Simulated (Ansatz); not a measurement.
# BN: energy against volume

BN (zinc blende, F-43m, 5.860 Å³/atom and stress up to 0.01 GPa in the relaxed cell, cube axes along x, y and z) under an equal strain ε along all three axes. PBEsol in Ansatz, a plane-wave DFT program (PAW, default set), 420 eV, 16×16×16 Γ-centred mesh, Fermi-Dirac smearing 0.05 eV; ions are relaxed, or left where forces stay under 0.02 eV/Å, within the symmetry of each cell.

Here V stands for volume and E for E less E0.

| volume (Å³/atom) | E less E0 (meV/atom) | pressure (GPa) |
|---|---|---|
| 5.3479 | ? | ? |
| 5.5150 | 26.78 | 26.09 |
| 5.5999 | 14.86 | 18.98 |
| 5.6856 | 6.48 | 12.28 |
| 5.7722 | 1.61 | 5.96 |
| 5.8596 | 0.00 | 0.00 |
| 5.9480 | 1.57 | -5.61 |
| 6.0372 | 6.17 | -10.89 |
| 6.1273 | 13.72 | -15.86 |
| 6.2183 | 24.05 | -20.53 |

The 9 complete rows are fitted with the third-order Birch-Murnaghan form, a cubic in V^(-2/3), E against V. With u = V^(-2/3) - 0.308, the rows have u = 0.012359, 0.009112, 0.005918, 0.002770, -0.000328, -0.003384, -0.006392, -0.009356, -0.012277. Least squares gives E = 0.015 + 108.44·u + 167393·u² - 74285·u³. Residuals (row less fit): -0.003, 0.015, -0.024, 0.012, 0.003, 0.002, -0.011, 0.006, -0.001; standard error 0.015 (degrees of freedom: 5). Its minimum lies at u = -0.000324, so V0 = (0.307676)^(-3/2) = 5.859. There d²E/du² = 334900 and d³E/du³ = -445700, so B0 = (4/9) × 5.859^(-7/3) × 334900 × 0.160218 = 385 GPa (the last factor turns the table's units into GPa), and B0' = 4 + (2/3) × 0.307676 × (-445700)/334900 = 3.7. B0' rests on the cubic coefficient alone and has a standard error of 0.1 from these residuals.

Problem. Predict the withheld E at V = 5.3479 from the fit, and compare with the calculation.

Solution. u = 0.018998, so E = 0.015 + 108.44 × 0.018998 + 167393 × 0.018998² - 74285 × 0.018998³ = 61.982 meV/atom. The calculation gives 61.89 meV/atom, 0.092 meV/atom below the prediction (0.1 % of the range of E in the table). The row lies outside the fitted rows, so this is an extrapolation. From the scatter of the fitted rows alone, a prediction at this place has a standard error of 0.071 meV/atom, so the miss is 1.3 times that.

Other structures, which can take over under pressure, weren't tried. The same form fitted to the pressure column gives B0' = 3.7; series where the two differ by over 0.4 aren't shown. Rows are the converged runs of the series near zero and its far end, less any whose ions stayed unrelaxed beside relaxed ones; series whose fitted rows scatter by over a few per cent of the range, as at a crossing or softening among them, aren't shown in this form.
